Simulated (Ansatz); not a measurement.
Consider a periodic stack without vacuum, hcp Hf (1 0 0) on 4H silicon carbide (1 0 0) (film strained to the substrate, started from cuts of the bulks and a machine-learned relaxation; slabs Si18C18 and Hf16, which can lie off the formulas): substrate slab Si18C18, film Hf16, surface cells [[0, 1], [-1, 0]] and [[0, 2], [-1, 0]], film strained by -3.5 and -0.1 %, outermost planes CSi/CSi and Hf/Hf as cut, which need not be the usual terminations and can put a slab off its formula. Its start:

```
CELL_PARAMETERS angstrom
     10.12928     0.00000     0.36018
      0.00000     3.09409    -0.01923
      0.13881    -1.72022    23.25448
ATOMIC_POSITIONS crystal
  Si 0.52675 0.82810 0.02649
  Si 0.03396 0.82164 0.02583
  C  0.70863 0.82428 0.01432
  C  0.21885 0.82869 0.01791
  Si 0.50796 0.39892 0.13741
  Si 0.00451 0.40155 0.13812
  Si 0.76002 0.87219 0.09257
  Si 0.25832 0.35709 0.06476
  C  0.69521 0.39655 0.13280
  C  0.19078 0.40265 0.13943
  C  0.94860 0.87820 0.09901
  C  0.44839 0.35012 0.06104
  Si 0.49235 0.97037 0.25321
  Si 0.99173 0.97274 0.25328
  Si 0.74632 0.44561 0.21127
  Si 0.25227 0.92603 0.17794
  C  0.67940 0.96903 0.25015
  C  0.17849 0.97241 0.25368
  C  0.93298 0.44895 0.21407
  C  0.43896 0.92196 0.17541
  Si 0.47726 0.54162 0.37003
  Si 0.98034 0.54443 0.36873
  Si 0.73393 0.01666 0.32715
  Si 0.23867 0.49571 0.29198
  C  0.66451 0.53975 0.36537
  C  0.16740 0.54285 0.36783
  C  0.92062 0.02087 0.33002
  C  0.42535 0.49389 0.29214
  Si 0.46688 0.11495 0.48883
  Si 0.96920 0.11447 0.48375
  Si 0.72224 0.58603 0.43960
  Si 0.22544 0.06622 0.40712
  C  0.65889 0.11207 0.48251
  C  0.15110 0.11255 0.48027
  C  0.90574 0.59158 0.44556
  C  0.41160 0.06552 0.40965
  Hf 0.15638 0.44343 0.66515
  Hf 0.66338 0.65452 0.55276
  Hf 0.41639 0.13236 0.60789
  Hf 0.20548 0.64732 0.53681
  Hf 0.40105 0.81249 0.72473
  Hf 0.90288 0.79974 0.72556
  Hf 0.66550 0.38356 0.67244
  Hf 0.92816 0.09635 0.59944
  Hf 0.38082 0.55627 0.84369
  Hf 0.88337 0.49034 0.85086
  Hf 0.64138 0.11474 0.79401
  Hf 0.13922 0.13953 0.79056
  Hf 0.36333 0.28489 0.96128
  Hf 0.85095 0.29966 0.98138
  Hf 0.62836 0.81112 0.91645
  Hf 0.11636 0.83486 0.91588
```

The start was prepared with a machine-learned potential, and the result is one local minimum, with the in-plane cell held and forces under 0.04 eV/Å; the film can end far from its bulk form.

Method: PBE (plane waves to 420 eV, PAW; Ansatz, a program for electronic structure). Scalar-relativistic, without spin–orbit coupling; the runs are not spin-polarised; PBE gaps are too small against experiment. Its k-point mesh 3×8×1, Fermi–Dirac width 0.05 eV.

Question: Predict the relaxed interface.

Answer: 
```
Item                                                                                       Result
--------------------------------------------------------------------------------  ---------------
interface area                                                                            31.4 Å²
period                                                                                    23.29 Å
heights between the nearest atoms of the two slabs at the two interfaces          0.95 and 1.05 Å
Hf–Si contacts across the interfaces within 1.22 times the sum of covalent radii  18, mean 2.87 Å
C–Hf contacts across the interfaces within 1.22 times the sum of covalent radii   14, mean 2.53 Å
```
